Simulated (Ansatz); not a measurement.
Take TlBr in the CsCl type structure (space group Pm-3m, No. 221; a = 4.053 Å) as the base.

Computed with Ansatz (a quantum-chemistry and plane-wave program), PBE, PAW, cutoff 420 eV, scalar-relativistic without spin-orbit coupling.

Base values:

The electron mass is 0.18 mₑ along k, 0.24 mₑ across (at X) and the band gap is 1.99 eV. The pressure is -0.01 GPa.

The change: the cell is scaled by 0.9950 in all directions, atoms relaxed at fixed cell.

Problem. What happens to the electron mass?

Solution. The electron mass changes from 0.18 mₑ along k, 0.24 mₑ across (at X) to 0.17 mₑ along k, 0.24 mₑ across (at X).

Problem. Estimate the effect on the band gap.

Solution. The band gap drops by 0.037 eV to 1.96 eV.

Problem. Predict the new pressure.

Solution. The pressure increases by 0.31 GPa, from -0.01 GPa to 0.30 GPa.

With Tl present, leaving out spin-orbit coupling can change the band edges. The cells carry an imposed strain or load. Masses are band curvatures over ±0.01 Å⁻¹ around the edge. Along k means along the line from Γ to the band edge. Whether these cells are dynamically stable was not tested.
